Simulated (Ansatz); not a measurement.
## K: energy against strain

K (bcc, Im-3m, 70.898 Å³/atom and stress up to 0.01 GPa in the relaxed cell, cube axes along x, y and z) under a strain ε along a cube axis (axis z), the other axes held. PBEsol in Ansatz, a plane-wave DFT program (PAW, default set), 420 eV, 18×18×18 Γ-centred mesh, Fermi-Dirac smearing 0.10 eV.

Here s stands for strain and y for E less E0.

```
strain (%)  E less E0 (meV/atom)
----------  --------------------
-1.50                       0.20
-1.00                       0.08
-0.50                       0.02
0.00                        0.00
0.50                        0.03
1.00                        0.10
1.50                        0.22
3.00                           ?
```

Fit y of the 7 rows that show it with a parabola. Least squares gives y = 0.000 + 0.0079·s + 0.0929·s². Residuals (row less fit): 0.003, -0.005, 0.001, 0.000, 0.003, -0.001, -0.001; standard error 0.003 (degrees of freedom: 4). Twice the quadratic coefficient over the volume, 2 × 0.0929 meV × 10⁴ × 0.1602 / 70.898 Å³, is the elastic constant C11 = about 4.2 GPa.

Q: Estimate the missing y (s = 3.00); what did the run itself give?

A: y = 0.000 + 0.0079 × 3.0 + 0.0929 × 3.0² = 0.860 meV/atom. The calculation gives 0.80 meV/atom, 0.060 meV/atom below the prediction (7.5 % of the range of y in the table). The row lies outside the fitted rows, so this is an extrapolation. The scatter of the fitted rows lies at the last printed digit.

A polynomial of degree 3 through the 12 other runs of the series gives 0.80 there, so most of the miss is curvature that the fit leaves out. In a metal these values are sensitive to mesh and smearing; energies are taken to zero smearing, stresses follow the free energy. Rows are the converged runs of the series near zero and its far end; series whose fitted rows scatter by over a few per cent of the range, as at a crossing or softening among them, aren't shown in this form, nor equations of state whose B0' disagrees with the runs' pressures. Most that stay on the fit to the last digits aren't either.
